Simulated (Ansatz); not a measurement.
LiBr (P6₃mc, No. 186, 4 atoms in the cell; start mp-976280; a measured phase of this formula has another space group), treated with LDA in Ansatz (PAW).

Run with plane-wave cutoff 520 eV, 12×12×6 k mesh (along the axes of the cell as run), Fermi–Dirac smearing 0.01 eV, scalar-relativistic PAW data made under PBE.

Cell (relaxed at this level):

```yaml
crystal:
  lattice:
    - [4.04578, 0.00000, 0.00000]
    - [-2.02289, 3.50375, 0.00000]
    - [0.00000, 0.00000, 6.48361]
  atoms:
    - { symbol: Li, position: [0.66667, 0.33333, 0.87775] }
    - { symbol: Li, position: [0.33333, 0.66667, 0.37775] }
    - { symbol: Br, position: [0.66667, 0.33333, 0.49725] }
    - { symbol: Br, position: [0.33333, 0.66667, 0.99725] }
```

Question: Predict the band gap and bulk modulus B0.

Answer: 
band gap: 4.82 eV (on the SCF k mesh)
bulk modulus B0: 24.4 GPa

Note: the relaxation could not lower the start's symmetry, so the cell can be a saddle point above a distorted one; the bulk modulus is −V dP/dV from two relaxed cells at ±2 % in volume.

Spin–orbit coupling is not included.

Static lattice: no zero-point or thermal effects.

Computing time: around 100 core-seconds (rough).

A start named mp-… is a Materials Project structure, which need not be a measured phase.

Ansatz is a program for electronic structure.
